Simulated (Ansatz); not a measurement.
Cs2AgBiBr6: stress against strain

Cs2AgBiBr6 (Fm-3m, 35.005 Å³/atom and stress up to 0.01 GPa in the relaxed cell) under an equal strain ε in the (111) plane with the normal axis free, as in a coherent film. PBEsol in Ansatz, a plane-wave DFT program (PAW, default set), 420 eV, 5×5×5 Γ-centred mesh, Fermi-Dirac smearing 0.05 eV; ions are relaxed, or left where forces stay under 0.02 eV/Å, within the symmetry of each cell. Stress is positive for a compressed cell.

Here s stands for strain and y for stress xx.

| strain (%) | stress xx (GPa) |
|---|---|
| -1.25 | 0.41 |
| -0.63 | 0.20 |
| 0.00 | 0.00 |
| 0.63 | -0.20 |
| 1.25 | -0.38 |
| 2.50 | ? |

Taking a straight line for y over the 5 complete rows: Means: s 0, y 0.006. About the means, the sum of products is -1.2395 and the sum of squares of s is 3.9188; the slope is their ratio. Least squares gives y = 0.006 - 0.3163·s. Residuals (row less fit): 0.009, -0.005, -0.006, -0.007, 0.009; standard error 0.010 (degrees of freedom: 3). The slope gives the biaxial elastic modulus of this plane = 31.6 ± 0.5 GPa (± standard error of the fit, which holds the terms cut off).

Q: Estimate the missing y (s = 2.50); what did the run itself give?

A: y = 0.006 - 0.3163 × 2.50 = -0.785 GPa. The calculation gives -0.74 GPa, 0.045 GPa above the prediction (3.9 % of the range of y in the table). The row lies outside the fitted rows, so this is an extrapolation. From the scatter of the fitted rows alone, a prediction at this place has a standard error of 0.016 GPa, so the miss is 2.8 times that.

A polynomial of degree 2 through the 8 other runs of the series gives -0.74 there, so most of the miss is curvature that the fit leaves out. The primitive cell can neither tilt nor turn polar against its symmetry, as such crystals can under strain. The start is a measured cell from the literature; how it stands against other phases or cation orders wasn't checked. Spin-orbit coupling is left out, which can shift these values for the heavy elements here. Rows are the converged runs of the series near zero and its far end; series whose fitted rows scatter by over a few per cent of the range, as at a crossing or softening among them, aren't shown in this form, nor equations of state whose B0' disagrees with the runs' pressures. Most that stay on the fit to the last digits aren't either.
